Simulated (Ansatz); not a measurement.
Take SnTe in the rock salt structure (space group Fm-3m, No. 225; a = 6.371 Å) as the base.

All numbers come from r2SCAN (Ansatz, a first-principles code), without spin-orbit coupling, earlier PAW set.

Carriers are added at fixed cell with a uniform background; the Fermi–Dirac width is that of 300 K.

One change was made to it. Results:

```tsv
quantity	base	after
Fermi level relative to the doped band's edge (positive inside the band; to 0.05 eV)	–	+0.60 eV
gap character	direct at L	direct at L
```

Problem. Name the change that was made.
A. electrons 1.0×10^21 cm⁻³
B. holes 1.0×10^21 cm⁻³
C. electrons 3.0×10^21 cm⁻³

Solution. B, holes 1.0×10^21 cm⁻³. For comparison, the Fermi level from band edge in the other runs: electrons 1.0×10^21 cm⁻³ gives +0.25 eV; electrons 3.0×10^21 cm⁻³ gives +0.40 eV.

Charged cell with a jellium background: band edges are those of the host's band count, energies are not comparable with the neutral cell, and many-body gap narrowing is missing. With Te present, leaving out spin-orbit coupling can change the band edges. Stability against distortions was not tested. A zero or small gap of SnTe can be the functional's error rather than a property of the material.
